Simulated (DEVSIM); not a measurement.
Device: abrupt GaAs p-n junction, at 300 K.

```
layer (left to right)  material  thickness (μm)  Nd (cm⁻³)  Na (cm⁻³)  τn (s)  τp (s)
---------------------  --------  --------------  ---------  ---------  ------  ------
1                          GaAs            13.0          -     2.4e16  1.9e-9  1.9e-9
2                          GaAs            4.90     8.5e16          -  1.9e-9  1.9e-9
```

Left contact: ohmic. Right contact: ohmic. Voltage is applied to the left contact. Recombination: SRH at mid-gap. Mobility is constant in doping.

This is a model device: material constants are rounded textbook-type values typed into the input, and sizes, dopings and lifetimes were drawn at random. Values at 300 K; Nc and Nv go as T^1.5, mobilities as T to minus their exponent, the gap by Varshni's rule with the affinity fixed.

| parameter | GaAs |
|---|---|
| gap (eV) | 1.424 |
| affinity (eV) | 4.07 |
| permittivity | 12.9 |
| Nc (cm⁻³) | 4.7e17 |
| Nv (cm⁻³) | 9e18 |
| μn (cm²/Vs) | 8500 |
| μp (cm²/Vs) | 400 |
| T exponent of μn | 2.1 |
| T exponent of μp | 2.2 |
| Varshni α (eV/K) | 0.000541 |
| Varshni β (K) | 204 |

DEVSIM, 1D drift-diffusion, Boltzmann statistics, complete ionisation; no tunnelling, impact ionisation, image-force lowering or self-heating.

The temperature was swept, all else fixed.

```
temperature (K)  potential step across the device at zero bias (V)  dark forward voltage at 1 A/cm² (V)  dark forward voltage at 100 A/cm² (V)  largest field in the device at zero bias (V/cm)
---------------  -------------------------------------------------  -----------------------------------  -------------------------------------  -----------------------------------------------
250                                                          1.293                                1.105                                  1.230                                            81000
300                                                          1.227                                1.004                                  1.160                                            79000
350                                                          1.157                                0.899                                  1.092                                            76000
400                                                          1.084                                0.792                                  1.026                                            73000
450                                                          1.010                                0.684                                  0.961                                            70000
500                                                          0.933                                0.573                                  0.898                                            67000
```

From the first row to the last the potential step across the device at zero bias goes from 1.293 to 0.933. From the first row to the last the dark forward voltage at 1 A/cm² goes from 1.105 to 0.573.
